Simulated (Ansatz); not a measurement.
The starting structures come from a database of crystals and need not be the phases stable at ambient conditions.

## Evanescent states of MgO (Pm-3n, 12 atoms a cell, 15.0 Å³ an atom, -3 GPa at this level) along the normal of (110)

Level of theory: r2SCAN (plane waves, PAW; Ansatz, a first-principles code).

The gap is the functional's own, uncorrected, and κ follows it; spin-orbit coupling is left out. Mid-gap means the computed energy nearest the middle.

Energies count from the valence-band top; κ is the least over a 6×4 mesh across the current.

```tsv
E (eV)	κ (1/Å)	where
0.08	0.129	Γ
0.24	0.214	Γ
0.40	0.263	Γ
0.56	0.296	Γ
0.72	0.318	Γ
0.88	0.333	Γ
1.04	0.342	Γ
1.20	0.346	Γ
1.36	0.347	Γ
1.52	0.345	Γ
1.68	0.340	Γ
1.84	0.333	Γ
2.00	0.322	Γ
2.16	0.310	Γ
2.32	0.294	Γ
2.48	0.275	Γ
2.64	0.253	Γ
2.80	0.225	Γ
2.96	0.191	Γ
3.12	0.144	Γ
3.28	0.064	Γ
```

**Question.** How thick must the barrier be to attenuate the transmission by 10^4 when the electrodes' Fermi level lies at 1.04 eV, and what attenuation does that film give at 0.24 eV?

**Answer.** d = 4 ln 10 / (2 × 0.342) = 13.5 Å. At 0.24 eV it gives 4 × 0.214/0.342 = 2.5 decades.
